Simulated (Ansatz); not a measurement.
The starting structures come from a database of crystals and need not be the phases stable at ambient conditions.

 Where the default PAW files enter, the runs use the earlier of Ansatz's two default sets.

Here is the system:

```
LaNaC2O6
1.0
    5.21558     0.00000     0.00000
    0.00000     6.50423     0.00000
    0.00000     0.00000     7.28393
Na La C O
2 2 4 12
Direct
  0.50000   0.98270   0.70260
  0.50000   0.01730   0.20260
  0.00000   0.36770   0.50300
  0.00000   0.63230   0.00300
  0.50000   0.46610   0.17400
  0.50000   0.53390   0.67400
  0.00000   0.08130   0.91740
  0.00000   0.91870   0.41740
  0.50000   0.64100   0.08890
  0.50000   0.35900   0.58890
  0.21180   0.01360   0.45440
  0.78820   0.98640   0.95440
  0.78820   0.01360   0.45440
  0.21180   0.98640   0.95440
  0.28190   0.62120   0.71080
  0.71810   0.37880   0.21080
  0.71810   0.62120   0.71080
  0.28190   0.37880   0.21080
  0.00000   0.26230   0.83980
  0.00000   0.73770   0.33980
```

Space group of this cell: Pmc2_1. The cell is taken as given; by r2SCAN its mean pressure is -4.3 GPa.

Transport runs along the normal of the first two printed cell vectors.

No gap correction and no spin-orbit coupling; mid-gap values are interpolated between computed energies.

Problem. Compute, with r2SCAN (Ansatz, a program for electronic structure), the band gap and the smallest decay constant κ at mid-gap.

Solution. Gap 4.64 eV on a 6×6×4 mesh; κ = 0.587 1/Å, at the zone centre.
